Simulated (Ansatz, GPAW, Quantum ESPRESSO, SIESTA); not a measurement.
# Code comparison for Mg6SbMo (Amm2, 8 atoms in the cell)

Self-consistent single point.

```yaml
crystal:
  lattice:
    - [5.00334, 0.00000, 0.00000]
    - [0.00000, 3.11246, 5.26738]
    - [0.00000, -3.11246, 5.26738]
  atoms:
    - { symbol: Mg, position: [0.00000, 0.32564, 0.83724] }
    - { symbol: Mg, position: [0.00000, 0.83724, 0.32564] }
    - { symbol: Mg, position: [0.00000, 0.33432, 0.33432] }
    - { symbol: Mg, position: [0.50000, 0.15422, 0.67426] }
    - { symbol: Mg, position: [0.50000, 0.67426, 0.15422] }
    - { symbol: Mg, position: [0.50000, 0.16642, 0.16642] }
    - { symbol: Sb, position: [0.50000, 0.67576, 0.67576] }
    - { symbol: Mo, position: [0.00000, 0.83216, 0.83216] }
```

Shared settings, as Ansatz (an electronic-structure program) writes them: kpoints.mp_grid.grid = 2 2 2; scf.occupations.method = gaussian; scf.occupations.width = 0.1 eV. Potentials and cutoffs stand in the table.

| code | model | pressure (GPa) | largest force (eV/Å) | cutoff |
|---|---|---|---|---|
| GPAW | PBEsol, GPAW PAW datasets PBEsol (made by gpaw-setup) | -1.76 | 0.339 | 800 eV |
| Ansatz | PBEsol, PAW files made with PBE | -1.77 | 0.340 | 420 eV |
| Quantum ESPRESSO | PBEsol, PseudoDojo standard norm-conserving (PBESOL) pseudopotentials | -1.71 | 0.337 | 85 Ry |
| SIESTA | GGA PBEsol, numerical atomic orbitals DZP, PseudoDojo PBEsol standard norm-conserving potentials (rewritten from UPF to PSML) | 1.17 | 0.302 | grid 400 Ry |

Size of the force on each atom (eV/Å): Sizes of forces hide their directions.

| code | Mg1 | Mg2 | Mg3 | Mg4 | Mg5 | Mg6 | Sb7 | Mo8 |
|---|---|---|---|---|---|---|---|---|
| GPAW | 0.048 | 0.048 | 0.069 | 0.153 | 0.153 | 0.027 | 0.339 | 0.339 |
| Ansatz | 0.049 | 0.049 | 0.069 | 0.157 | 0.157 | 0.026 | 0.340 | 0.326 |
| Quantum ESPRESSO | 0.050 | 0.050 | 0.066 | 0.156 | 0.156 | 0.027 | 0.337 | 0.330 |
| SIESTA | 0.137 | 0.137 | 0.093 | 0.157 | 0.157 | 0.033 | 0.161 | 0.302 |

On Ansatz's run: spin-orbit coupling is off. Spin polarisation is off.

The spread over the programs that give each value: pressure within 2.94 GPa; largest force within 0.038 eV/Å.

SIESTA uses small atom-centred bases, whose incompleteness enters pressures, forces and empty levels differently from a plane-wave cutoff. Ansatz's pressure is given at a fixed set of plane waves, as the other plane-wave codes print theirs. In the pressure, SIESTA (by 2.93) lies more than 1 GPa from the median of the plane-wave programs. In the force vectors, SIESTA (by 0.178) lies more than 0.08 eV/Å from the median of the plane-wave programs.

On the base mesh (4 3 3) the same programs gave: Ansatz pressure -1.53 GPa; Quantum ESPRESSO pressure -1.47 GPa; GPAW pressure -1.53 GPa; SIESTA pressure 1.30 GPa.

The starting cell comes from a database of computed structures (which also holds hypothetical and non-ambient phases and stackings), without a prior relaxation at this level.

Left out of this page: CP2K (unsound by tests on forces, stress, charge or solver warnings).

Keys are those of Ansatz 0.2.
